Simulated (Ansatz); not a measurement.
Consider this model of amorphous Hf18O37H2.

```
Hf18H2O37
1.0
    8.70656     0.17145    -0.35727
    0.17145     8.98231    -0.22650
   -0.35727    -0.22650     9.47220
Hf O H
18 37 2
Direct
  0.50405   0.86558   0.59505
  0.36480   0.20443   0.79396
  0.56452   0.42077   0.99105
  0.74734   0.42395   0.69061
  0.18638   0.53659   0.72799
  0.89679   0.78384   0.57070
  0.26977   0.96167   0.25039
  0.65318   0.50938   0.33004
  0.33985   0.83298   0.89576
  0.28023   0.64256   0.42364
  0.98066   0.06902   0.81764
  0.92823   0.21657   0.16269
  0.73529   0.74074   0.87542
  0.94464   0.78535   0.21792
  0.20226   0.50070   0.09106
  0.83394   0.11240   0.48013
  0.63144   0.03365   0.07450
  0.21512   0.29253   0.45358
  0.21710   0.03514   0.86680
  0.69632   0.68450   0.66230
  0.97388   0.59272   0.08310
  0.36009   0.73518   0.70501
  0.82673   0.65136   0.35921
  0.75133   0.51434   0.90164
  0.56802   0.90971   0.85110
  0.42519   0.07532   0.63602
  0.55249   0.34624   0.77348
  0.18876   0.45515   0.30882
  0.49618   0.19978   0.99630
  0.70003   0.94556   0.53666
  0.70216   0.36115   0.47741
  0.76023   0.83084   0.08377
  0.51729   0.66459   0.97392
  0.99850   0.22914   0.38244
  0.93126   0.90978   0.39230
  0.31206   0.42068   0.90849
  0.05200   0.99604   0.16288
  0.32974   0.15790   0.33049
  0.45323   0.49484   0.17395
  0.84631   0.21919   0.69539
  0.19336   0.67580   0.92303
  0.08142   0.31037   0.05698
  0.42569   0.91940   0.10719
  0.99825   0.99830   0.61864
  0.73292   0.10723   0.25855
  0.18497   0.72779   0.22727
  0.32584   0.87517   0.43814
  0.91048   0.85435   0.81019
  0.51316   0.65732   0.43129
  0.74477   0.38703   0.15486
  0.95841   0.52466   0.70464
  0.82300   0.11449   0.98129
  0.32281   0.46995   0.55864
  0.17742   0.29086   0.67773
  0.10728   0.68563   0.55373
  0.51779   0.69740   0.07375
  0.89359   0.53026   0.03367
```

Methods: PBE, scalar-relativistic without spin-orbit coupling (Ansatz, an electronic-structure program); r2SCAN, scalar-relativistic without spin-orbit coupling (Ansatz); HSE06, scalar-relativistic without spin-orbit coupling (Ansatz). Neutral PBE cell, which sets geometry, pressure and energy: sampling: a 2×2×2 Γ-centred mesh; Fermi-Dirac width 0.02 eV; no spin polarisation. Exact exchange is cut at the faces of this 9 Å cell, which leaves hybrid gaps a finite-size error.

A CHGNet melt-quench gave the starting glass, which DFT then relaxed. O atoms were pushed apart under 1.9 Å during the dynamics, to hinder bonds among them. The hot cell started wider than the set density and was brought back towards it in steps. It is the lowest in DFT energy of 2 quenches. It is a model cell: composition and starting density were chosen by hand, and all elements were melted together. No dispersion term was used. Its density started from a set value of 8.75 and ended at 8.55 g/cm³. Cooling (nominally 760 K/ps over its main leg) ran many orders faster than in experiment, which tends to leave more defects and strain. One small periodic cell is one sample of the glass; other quenches scatter about these values. Volume and shape were free in the relaxation.

Give the pressure, the energy against reference phases and the spacing of the highest filled and lowest empty levels.


The pressure on a 2×2×2 Γ-centred mesh comes out as 0.6 kbar and the largest force and stress component on that mesh (the relaxation ran on the zone centre alone) is 0.08 eV/Å and 0.1 GPa. The energy relative to monoclinic HfO2 + H2O gas (lowest mix at this level among the phases computed, not always the ambient ones) is 0.176 eV/atom and the level gap on a 2×2×2 Γ-centred mesh (PBE) comes out as 4.14 eV. The level gap at the zone centre (PBE) is 4.26 eV. The level gap at the zone centre (r2SCAN) is 4.74 eV and the level gap at the zone centre (HSE06) is 5.86 eV. The distance between the nearest levels spread over more than a fifth of the atoms or a third of the atoms of their main element (six at least) (PBE, zone centre) is 4.54 eV.

At PBE and the zone centre, how localised are the states just below and above the Fermi level (participation number: the atoms over which a state spreads)?

The highest filled state is spread over 6.8 atoms' worth, largest on O35, with weights by element (charge in smoothed Voronoi cells) O 0.94, Hf 0.06, H 0.00. The lowest empty state is spread over 24.0 atoms' worth, largest on Hf12, with weights by element (charge in smoothed Voronoi cells) Hf 0.59, O 0.40, H 0.01.

At PBE the levels at the filled edge of the gap are localised (band-tail or defect states), and the nearest spread-out levels lie 4.5 eV apart at the zone centre.

Neighbours within Hf-Hf 3.34 Å, Hf-O 2.60 Å, Hf-H 2.27 Å, O-O 1.58 Å, O-H 1.16 Å, H-H 0.90 Å count as bonded. Two cations that share two anions don't count as bonded, nor two that share one unless they lie closer than Hf-Hf 3.25 Å.

Added carriers, by PBE, scalar-relativistic without spin-orbit coupling in Ansatz on the zone centre alone. Charged cells keep the cell fixed and stand in a uniform background, with no image correction, at a width of 0.01 eV; where the count is odd the moment is locked at 1 μB, unless the neutral cell bore moments. Each starts from the undistorted neutral geometry alone. PBE's self-interaction favours spread-out carriers, so it can miss traps that a hybrid finds.

What happens at PBE when the cell takes an extra electron and the atoms relax?

Relaxation lowers the charged cell by 0.17 eV. The largest moves are O52 0.11 Å, O45 0.11 Å, Hf12 0.10 Å, O34 0.07 Å. The level that holds the added charge spreads over 8.7 atoms' worth, most on Hf12 (weight 0.22): a partly localised carrier. No bond crosses its cut-off with a change of over 0.15 Å (metal-metal contacts aside). Made neutral again at that geometry, the cell lies +0.48 eV from the neutral start.

What happens at PBE when the cell takes a hole and the atoms relax?

Relaxation lowers the charged cell by 0.15 eV. The largest moves are O44 0.12 Å, Hf16 0.12 Å, O35 0.10 Å, O37 0.10 Å. The level that was emptied spreads over 4.7 atoms' worth, most on O35 (weight 0.41): a localised (trapped) carrier, which neighbours of that atom can share. Bonds formed: Hf6-O51. Made neutral again at that geometry, the cell lies +0.49 eV from the neutral start.
